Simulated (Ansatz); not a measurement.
Take CrCuO₂ (space group R-3m, No. 166; ferromagnetic) as the base.

```xyz
4
Lattice="1.4819 0.8556 5.6401 -1.4819 0.8556 5.6401 0.0000 -1.7111 5.6401" Properties=species:S:1:pos:R:3 pbc="T T T"
Cu     0.0000     0.0000     0.0000
Cr     0.0000     0.0000     8.4602
O      0.0000     0.0000     1.8295
O      0.0000     0.0000    15.0910
```

All numbers come from Ansatz (a first-principles code), PBEsol, PAW, cutoff 420 eV, no spin-orbit coupling.

Before the change:

- Volume per atom = 10.73 Å³
- c/a ratio = 5.709

Modification: full substitution O → Se, then cell and atoms are relaxed.

Tabulated Pauling electronegativity and covalent radius: O 3.44, 0.66 Å; Se 2.55, 1.20 Å.

**Question.** How does this affect the volume per atom and c/a ratio?

**Answer.** The volume per atom rises by 9.97 Å³ to 20.70 Å³; the c/a ratio grows by 0.138, from 5.709 to 5.847.

Stability against distortions was not tested. As relaxed here, CrCuSe2 is a hypothetical phase, not in the database extracts checked. No Hubbard U is applied and the magnetic state is the run's own (CrCuO2 ferromagnetic); small cells can't hold the antiferromagnetic order that many such compounds have, so gaps and moments can be off.
